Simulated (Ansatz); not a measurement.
Structures of equal composition on the (111) surface of fcc Cu: a layer of Ni in place of the second plane; a layer of Ni in place of the third plane. The slabs share one bottom face, and each structure is named by its start. These are constructed structures in small cells; real faces may alloy, dewet or reconstruct in larger ones, and not all known structures of the face are among them. Slabs of about 10 Å, Fermi-Dirac smearing of 0.1 eV. Bottom of the slabs: a bare face, its two planes held. Relaxed from the named starts with such symmetry as they have, on meshes of like density; energies extrapolated to zero smearing; spin only where a row says so; no spin-orbit coupling, no U. Brackets mark spin-polarised runs, whose order is one that fits the cell.

These are PBE (plane waves to 420 eV, PAW; Ansatz, a program for electronic structure) values and carry that method's errors.

Task: Put the candidates in order of energy per 1x1 cell, lowest first, for PBE.

Result: a layer of Ni in place of the third plane (0.000 eV [spin start, no net moment]), a layer of Ni in place of the second plane (0.040 eV [spin start, no net moment])
